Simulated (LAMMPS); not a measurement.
Fault surfaces of Mo (bcc) on several planes, rigid shifts with relaxation along the normal.

Computed with classical force field (static), pair style meam, file MoCoNiVFeAlCr_2nn.meam; code LAMMPS.

| plane | largest on the first line | largest on the surface | first line along |
|---|---|---|---|
| (-110) | 1030 mJ/m² | 2470 mJ/m² | [111] |
| (-2-13) | 1200 mJ/m² | - | [111] |
| (001) | 2600 mJ/m² | 3290 mJ/m² | [100] |
